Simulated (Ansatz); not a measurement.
The starting structures come from a database of crystals and need not be the phases stable at ambient conditions.

By PBEsol, the system below comes out a metal.

Crystal: Ta$_{2}$N (P-3m1, anti-CdI2 type, not sure to be the ambient phase, 3 atoms a cell, 13.6 Å³ an atom, -9 GPa at this level); planes in its conventional cell.

Calculation: PBEsol (plane waves, PAW; Ansatz, a first-principles code).

G/A = (e²/h) × open channels of both spins per area, as a mean over 0.1 eV about the Fermi level, without spin-orbit coupling, for the cells as given.

```
plane  area (Å²)  G/A (10¹⁵ S/m²)
-----  ---------  ---------------
(100)       15.2             0.70
(001)        8.4              ___
(110)       26.3              ___
```

Fill in the missing entries.


- (001), G/A (10¹⁵ S/m²): 0.86
- (110), G/A (10¹⁵ S/m²): 0.69
